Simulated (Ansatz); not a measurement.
Levels about the gap of amorphous In₄₄W₂O₇₂ (118 atoms in a cell of 1618 Å³, 6.74 g/cm³; zone centre alone, so wide bands show as single levels with stretches between that a denser mesh fills), at the geometry that PBE relaxed, where it gives 0.1 GPa on a denser mesh. The participation number counts the atoms over which a state spreads; weights are charges in smoothed Voronoi cells. The levels come from a single point, so bond lengths are those of that geometry. Method of the levels: PBE, scalar-relativistic without spin-orbit coupling (Ansatz, an electronic-structure program). Sampling: the zone centre alone; Fermi-Dirac width 0.02 eV; no spin polarisation. At PBE the levels at the filled edge of the gap are localised (band-tail or defect states), and the nearest spread-out levels lie 0.8 eV apart at the zone centre.

Preparation: random packing, a CHGNet melt and quench, and a DFT relaxation. O atoms were pushed apart under 1.9 Å during the dynamics, to hinder bonds among them. The hot cell started wider than the set density and was brought back towards it in steps. It is the lowest in DFT energy of 4 quenches. It is a model cell: composition and starting density were chosen by hand, and all elements were melted together. No dispersion term was used. Its density started from a set value of 6.79 and ended at 6.74 g/cm³. Cooling (nominally 84 K/ps over its main leg) ran many orders faster than in experiment, which tends to leave more defects and strain. Values belong to this one cell and scatter from quench to quench. Volume and shape were free in the relaxation.

| E - E(highest filled), eV | filling | participation number | largest on | weight O | weight In | weight W |
|---|---|---|---|---|---|---|
| -0.27 | filled | 18.4 | O, 3 neighbours | 0.95 | 0.05 | 0.00 |
| -0.25 | filled | 14.9 | O, 3 neighbours | 0.95 | 0.05 | 0.00 |
| -0.22 | filled | 15.3 | O, 3 neighbours | 0.94 | 0.05 | 0.00 |
| -0.19 | filled | 14.0 | O, 4 neighbours | 0.95 | 0.05 | 0.00 |
| -0.15 | filled | 8.2 | O, 3 neighbours | 0.95 | 0.05 | 0.00 |
| -0.12 | filled | 4.0 | O, 3 neighbours | 0.96 | 0.04 | 0.01 |
| 0.00 | filled | 6.6 | O, 3 neighbours | 0.95 | 0.04 | 0.00 |
| 0.47 | empty | 109.8 | In, 6 neighbours | 0.55 | 0.44 | 0.01 |
| 2.62 | empty | 41.8 | W, 6 neighbours | 0.55 | 0.29 | 0.16 |
| 2.67 | empty | 25.3 | W, 6 neighbours | 0.54 | 0.27 | 0.19 |
| 2.77 | empty | 64.3 | W, 6 neighbours | 0.59 | 0.33 | 0.07 |
| 2.82 | empty | 25.6 | W, 6 neighbours | 0.54 | 0.27 | 0.19 |
| 2.91 | empty | 78.1 | W, 6 neighbours | 0.61 | 0.34 | 0.05 |
| 3.03 | empty | 42.1 | W, 6 neighbours | 0.56 | 0.28 | 0.16 |

Most localised among these is the filled level at -0.12 eV, on a O atom, which has 3 neighbours (In 2.06 Å, In 2.12 Å, In 2.14 Å).
